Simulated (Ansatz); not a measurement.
# What isotropic strain +1.51 % does to SiS2

The reference is SiS₂ (space group Ibam, No. 72; a = 6.019 Å, b = 9.396 Å, c = 5.545 Å; made of chains).

It is then changed as follows: the cell is scaled by 1.0151 in all directions, atoms relaxed at fixed cell.

The values are results of Ansatz (an electronic-structure program) PBEsol, no SOC, not measurements. Γ-centred 8×8×8 mesh, Fermi–Dirac width 0.05 eV.

| quantity | base | changed | shift |
|---|---|---|---|
| volume per atom | 26.13 Å³ | 27.33 Å³ | +1.20 Å³ |
| space group | Ibam (No. 72) | Ibam (No. 72) | – |
| shortest interatomic distance | 213.9 pm | 214.5 pm | +0.6 pm |
| energy relative to the base (free energy F) | 0 meV/atom | +2.5 meV/atom | +2.5 meV/atom |
| pressure (mean of the normal stresses, compression positive) | 0.00 GPa | -0.65 GPa | -0.65 GPa |
| band gap | 2.80 eV | 2.88 eV | +0.08 eV |
| width of the top valence band | 0.82 eV | 0.81 eV | -0.015 eV |
| largest internal atomic displacement | – | 0.035 Å | – |

Gaps are Kohn–Sham eigenvalue differences; semilocal functionals usually give less than the measured gap. Stability against distortions was not tested. No dispersion term is included in the PBEsol runs.
